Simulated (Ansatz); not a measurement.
Consider Si-vacancy pair (Si on one host Al site, one Al site vacant) in fcc Al, neutral cell. All values below come from PBE, PAW (plane waves to 420 eV; Ansatz, a first-principles code).

32-site cell at the relaxed PBE lattice, a 4×4×4 k-point mesh shifted by half a step, smearing 0.10 eV, spin-restricted, no finite-size correction. Static, classical nuclei. Forms of the defect that were not tried may lie lower. The order of the sites in energy changes with the mesh.

Barriers: single points on a 6×6×6 k-point mesh shifted by half a step at the bands' geometries.

The step: a nearby Al atom hops onto the vacant site (Si-vacancy distance between ideal sites 2.86 Å throughout). Atoms about the jump, Cartesian Å from the middle of the jump, before and after:

```json
[
 {"atom": "Al1", "x0": "0.96", "y0": "-0.96", "z0": "0.00", "x1": "-0.96", "y1": "0.96", "z1": "0.00"},
 {"atom": "Si2", "x0": "-1.00", "y0": "-0.98", "z0": "-1.99", "x1": "-0.98", "y1": "-0.99", "z1": "-1.99"},
 {"atom": "Al3", "x0": "0.96", "y0": "1.01", "z0": "-1.98", "x1": "1.01", "y1": "0.97", "z1": "-1.98"},
 {"atom": "Al4", "x0": "-0.99", "y0": "-0.97", "z0": "2.03", "x1": "-0.97", "y1": "-0.99", "z1": "2.03"},
 {"atom": "Al5", "x0": "1.00", "y0": "1.03", "z0": "2.01", "x1": "1.02", "y1": "1.00", "z1": "2.01"},
 {"atom": "Al6", "x0": "-0.99", "y0": "-3.01", "z0": "0.00", "x1": "-0.96", "y1": "-2.95", "z1": "0.00"},
 {"atom": "Al7", "x0": "-2.95", "y0": "-0.96", "z0": "0.00", "x1": "-3.01", "y1": "-0.99", "z1": "0.01"}
]
```

**Question.** Give the saddle-point geometry and the barrier.

**Answer.** 
| atom | x | y | z |
|---|---|---|---|
| Al1 | -0.04 | -0.05 | -0.06 |
| Si2 | -1.05 | -1.06 | -2.18 |
| Al3 | 1.10 | 1.09 | -2.13 |
| Al4 | -1.02 | -1.03 | 2.17 |
| Al5 | 1.05 | 1.04 | 2.14 |
| Al6 | -0.96 | -2.95 | 0.03 |
| Al7 | -2.94 | -0.97 | 0.03 |
It lies 0.50 eV above the start and 0.50 eV above the end. The saddle point's order was not checked, and it lies on a symmetry element of the cell, where a band can be held.
